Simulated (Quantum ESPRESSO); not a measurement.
Troubleshooting Quantum ESPRESSO: a failed run on TbP (Fm-3m, 2 atoms in the cell). The aim is a self-consistent single point with DFT, PBEsol, plane waves, SSSP 1.1.2 efficiency (PBE) pseudopotentials.

Cell that was meant: a = 4.0220 Å, b = 4.0220 Å, c = 4.0220 Å, α = 60.00°, β = 60.00°, γ = 60.00°.

Part of the input:

```fortran
   smearing = 'gauss'
   degauss = 0.0036749
   nspin = 2
   input_dft = 'pbesol'
/
&electrons
   conv_thr = 1e-10
```

Output (repeated stretches shortened):

```
 %%%%%%%%%%%%%%%%%%%%%%%%%%%%%%%%%%%%%%%%%%%%%%%%%%%%%%%%%%%%%%%%%%%%%%%%%%%%%%
     Error in routine iosys (1):
     some starting_magnetization MUST be set
 %%%%%%%%%%%%%%%%%%%%%%%%%%%%%%%%%%%%%%%%%%%%%%%%%%%%%%%%%%%%%%%%%%%%%%%%%%%%%%

     stopping ...
```

From the messages shown, name the fault and mend the input.

The fault is a spin-polarised run without starting moments; here the program stops on it instead of giving results. To fix it, give starting moments. The program stopped before any SCF iteration.

The sound input it was made from differs as follows (other fixes are possible):
```diff
+   starting_magnetization(1) = 0.316
```

With that input, the run converged in 20 iterations: free energy E − TS -10003.5914 eV; Fermi level (on the code's own zero) 11.32 eV; pressure -4.05 GPa; size of the cell's spin moment 6.00 μB; site moments (μB, in the program's spheres or projections) Tb 5.94, P -0.01 (DFT, PBEsol, plane waves, SSSP 1.1.2 efficiency (PBE) pseudopotentials).

On the sound input: the starting cell comes from a database of published, mostly measured structures (it also holds non-ambient and calculated ones), without a prior relaxation at this level. With one magnetic atom in the cell only a parallel order is possible. With U or open f shells several self-consistent states can exist. The f electrons are in the valence without U or exact exchange, which can misplace them near the Fermi level. Spin-orbit terms, which matter for f shells, are left out. With a pressure of about -4 GPa the cell is away from its equilibrium volume at this level.
